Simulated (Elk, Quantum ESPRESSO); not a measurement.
An Elk input for a self-consistent single point of HfIr3 (Pm-3m, 4 atoms in the cell) (DFT, PBEsol, all-electron FP-LAPW, Elk's shipped species files, LAPW+lo basis):

```
tasks
  0

xctype
  22

rgkmax
  7.5

gmaxvr
  14.0

nxoapwlo
  1

rmtscf
  0.87

stype
  0

swidth
  0.00734986

maxscl
  100

scale
  7.314944635

avec
    1.0000000000    0.0000000000    0.0000000000
    0.0000000000    1.0000000000    0.0000000000
    0.0000000000    0.0000000000    1.0000000000

atoms
  2
  'Hf.in'
  1
  0.0000000000  0.0000000000  0.0000000000    0.0 0.0 0.0
  'Ir.in'
  3
  0.0000000000  0.5000000000  0.5000000000    0.0 0.0 0.0
  0.5000000000  0.0000000000  0.5000000000    0.0 0.0 0.0
  0.5000000000  0.5000000000  0.0000000000    0.0 0.0 0.0

ngridk
  7 7 7
```

Q: Give the Quantum ESPRESSO input for the same structure, mesh, smearing and functional.

A: One input that does it (others would too):

```fortran
&CONTROL
 calculation = 'scf',
 prefix = 'scf',
 outdir = './tmp',
 pseudo_dir = './',
 tprnfor = .true.,
 tstress = .true.,
/
&SYSTEM
 ibrav = 0,
 nat = 4,
 ntyp = 2,
 ecutwfc = 70,
 occupations = 'smearing',
 smearing = 'gauss',
 degauss = 0.0147,
/
&ELECTRONS
 conv_thr = 1.0d-9,
/
ATOMIC_SPECIES
Hf   178.4900  Hf.upf
Ir   192.2170  Ir.upf
CELL_PARAMETERS {angstrom}
   3.8709020000     0.0000000000     0.0000000000
   0.0000000000     3.8709020000     0.0000000000
   0.0000000000     0.0000000000     3.8709020000
ATOMIC_POSITIONS {crystal}
Hf    0.0000000000    0.0000000000    0.0000000000
Ir    0.0000000000    0.5000000000    0.5000000000
Ir    0.5000000000    0.0000000000    0.5000000000
Ir    0.5000000000    0.5000000000    0.0000000000
K_POINTS {automatic}
7 7 7  0 0 0
```

Basis settings and potentials, where a program has them, do not carry over. This input uses DFT, PBEsol, plane waves, PseudoDojo standard norm-conserving (PBESOL) pseudopotentials.

The starting cell comes from a database of computed structures (which also holds hypothetical and non-ambient phases and stackings), without a prior relaxation at this level. Its lattice was rescaled by a random factor within 2.5 % of one.
